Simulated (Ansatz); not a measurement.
Base system: InSb in the zinc blende structure (space group F-43m, No. 216).

```
InSb
1.0
    0.00000     3.27863     3.27863
    3.27863     0.00000     3.27863
    3.27863     3.27863     0.00000
Sb In
1 1
Direct
  0.75000   0.75000   0.75000
  0.00000   0.00000   0.00000
```

Cartesian axes are those of the cell as printed.

Calculations: Ansatz (a program for electronic structure) r2SCAN, without spin-orbit coupling, earlier PAW set.

Strains are applied to the cell and any free atomic positions relax.

One change was made to it. Results:

The band gap changes from zero to 0.16 eV; the pressure (mean of the normal stresses, compression positive) goes from zero to 2.7 GPa.

Problem. Which of these changes matches the shifts?
(A) uniaxial strain ε_zz = −5.40 %
(B) strain tensor (xx, yy, zz, yz, xz, xy) = (+0.68, +0.37, +0.21, +0.52, +0.71, −0.04) %
(C) uniaxial strain ε_xx = −1.56 %
(D) uniaxial strain ε_xx = +1.59 %

Solution. A, uniaxial strain ε_zz = −5.40 %. For comparison, the band gap in the other runs: uniaxial strain ε_xx = +1.59 % gives zero; strain tensor (xx, yy, zz, yz, xz, xy) = (+0.68, +0.37, +0.21, +0.52, +0.71, −0.04) % gives zero; uniaxial strain ε_xx = −1.56 % gives 0.06 eV.

Spin-orbit coupling, missing from the scalar runs, can matter with Sb. No phonon test of stability was made. The final runs are not spin-polarised. Gaps under 0.05 eV, about the width of the smearing, are given as zero. The zero or small gap of InSb can change with the level of theory.
